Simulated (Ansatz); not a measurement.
The starting structures come from a database of crystals and need not be the phases stable at ambient conditions.

The decay constant κ of evanescent states in the gap governs leakage through a thin film.

Here is the system:

```xyz
4
Lattice="4.3823 0.0000 0.0000 0.0000 5.2500 0.0000 2.1912 0.0000 3.7952" Properties=species:S:1:pos:R:3 pbc="T T T"
Ba     2.1912     4.7302     1.2651
Al     0.0000     1.8829     0.0000
Ge     4.3823     2.3481     2.5301
H      0.0000     0.1423     0.0000
```

Space group of this cell: P3m1. The cell is taken as given; by r2SCAN its mean pressure is -0.9 GPa.

Transport runs along the normal of the first two printed cell vectors, the (100) plane of the conventional cell.

The gap is the functional's own. No spin-orbit coupling. Mid-gap values are interpolated on the energy grid.

**Question.** Predict the band gap and the smallest decay constant κ at mid-gap from Ansatz (an electronic-structure program) with r2SCAN.

**Answer.** Gap 1.07 eV on a 8×6×8 mesh; κ = 0.096 1/Å, at (0.000, 0.500) of the in-plane reciprocal vectors. At the zone centre, at the nearest computed energy, the slowest state has κ = 0.12 1/Å.
